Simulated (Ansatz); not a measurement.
Take Zr in the hcp (Mg type) structure (space group P6_3/mmc, No. 194; relaxed with 0.1 eV smearing) as the base.

```
Zr
1.0
    3.24432     0.00000     0.00000
   -1.62216     2.80966     0.00000
    0.00000     0.00000     5.15800
Zr
2
Direct
  0.66667   0.33333   0.75000
  0.33333   0.66667   0.25000
```

Cartesian axes are those of the cell as printed.

Computed with r2SCAN (Ansatz, an electronic-structure program; PAW; 500 eV plane waves; no spin-orbit coupling).

Now apply this change: an isotropic linear strain of +3.00 %, atoms relaxed at fixed cell.

### Question
Predict the stress tensor and what it implies for the stiffness.

### Answer
Stress of the strained cell less that of the base (GPa, compression positive):
```
   -7.2     0.0     0.0
    0.0    -7.2     0.0
    0.0     0.0    -7.5
```

Then B = −ΔP/(ΔV/V₀) with ΔV/V₀ = 0.0927 gives secant stiffness values (nonlinear terms included at this strain): B (at held cell shape, above the free-shape value) ≈ 79 GPa.

As a check, the harmonic strain energy −½ V₀ Δσ:ε is 48 meV/atom; the computed energy rise is 53 meV/atom.

No phonon test of stability was made. All final runs are without spin polarisation.
